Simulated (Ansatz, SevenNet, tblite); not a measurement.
**Elastic constant C11 of cubic perovskite KZnF3: levels of theory against measurement**

Reference value: 134 ± 1 GPa (measured, temperature not stated, no zero-point or thermal correction; as tabulated in Vaitheeswaran et al. (2016), arXiv:1609.00541).

| level (code) | value (GPa) | cell (Å³/atom) |
|---|---|---|
| GFN2-xTB (tblite) | 33.9 | 16.73 |
| SevenNet-0 | 117 | 14.04 |
| PBE (Ansatz) | … | 14.06 |
| r²SCAN (Ansatz) | 145 | 13.25 |
| PBE0 (Ansatz) | 131 | 13.55 |

Problem. Complete the blanks.

Solution. 
- PBE (Ansatz, a program for electronic structure), value (GPa): 115

Differences against the reference: GFN2-xTB -75 %, SevenNet-0 -12.7 %, PBE -14.2 %, r²SCAN +8.2 %, PBE0 -2.2 %.

The reference's temperature isn't stated, so close values are not ranked against it. Off by more than 25 %, or 35 % on the side where a correction would as a rule narrow the miss (bounds picked here): GFN2-xTB (-75 %).

The measured value isn't corrected to a static lattice, so vibrations enter the comparison. A static lattice is as a rule stiffer than a warm one, by over a tenth in soft solids.  GFN2-xTB: the relaxed volume lies over a fifth from the starting cell. GFN2-xTB: the method was fitted mainly to molecules. GFN2-xTB: the run uses a supercell at the zone centre in place of a k mesh. Each level is taken at its own relaxed cell. Cutoffs differ between the levels. Ansatz's density-functional and Hartree–Fock values are scalar-relativistic unless marked +SOC, with PAW data made under PBE.

Machine-learned potentials (SevenNet-0) are trained on DFT data: a solid inside that data is no test of them.

Differences are worked out from the printed values.
